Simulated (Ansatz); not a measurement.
LaN (model structure, Pm-3m, No. 221, 2 atoms in the cell), treated with r²SCAN (Ansatz, a first-principles code, PAW).

Run with plane-wave cutoff 560 eV, 18×18×18 k mesh, Fermi–Dirac smearing 0.05 eV, scalar-relativistic PAW data made under PBE.

Cell (relaxed at this level):

```
LaN
1.0
    3.16620     0.00000     0.00000
    0.00000     3.16620     0.00000
    0.00000     0.00000     3.16620
La N
1 1
Direct
  0.00000   0.00000   0.00000
  0.50000   0.50000   0.50000
```

Task: What does this level give for the bulk modulus B0?

Result: 
* **bulk modulus B0**: 135 GPa

The run finds no gap.

Note: the bulk modulus is −V dP/dV from two relaxed cells at ±2 % in volume; the relaxation could raise the start's symmetry but not lower it, so the cell can be a saddle point.

Spin–orbit coupling is not included; it can open a gap where bands touch, and shift volumes and moduli.

Computed values are for the static lattice.

It cost around 100 core-seconds (rough) of CPU time.

A model structure was made by putting elements into a prototype or built by hand; it is no filed structure, need not be a known phase, and can be a saddle point held by its symmetry.
